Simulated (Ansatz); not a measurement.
MgO (P6₃mc, No. 186, 4 atoms in the cell; start mp-549706; a measured phase of this formula has another space group) was calculated with dielectric-dependent PBEsol hybrid (Ansatz, a first-principles code, plane waves, PAW).

Numerical settings: plane-wave cutoff 460 eV, 9×9×6 k mesh (along the axes of the cell as run), Fermi–Dirac smearing 0.01 eV, scalar-relativistic PAW data made under PBE.

Cell (relaxed with PBEsol):

```
MgO
1.0
    3.30276     0.00000     0.00000
   -1.65138     2.86028     0.00000
    0.00000     0.00000     5.02103
Mg O
2 2
Direct
  0.33333   0.66667   0.00375
  0.66667   0.33333   0.50375
  0.33333   0.66667   0.40085
  0.66667   0.33333   0.90085
```

Task: Give the computed band gap.

Result: 
- band gap: 6.43 eV (on the SCF k mesh)

Note: cell and atoms aren't relaxed at this level (pressure -4.1 GPa).

Computed values are for the static lattice.

A start named mp-… is a Materials Project structure, which need not be a measured phase.
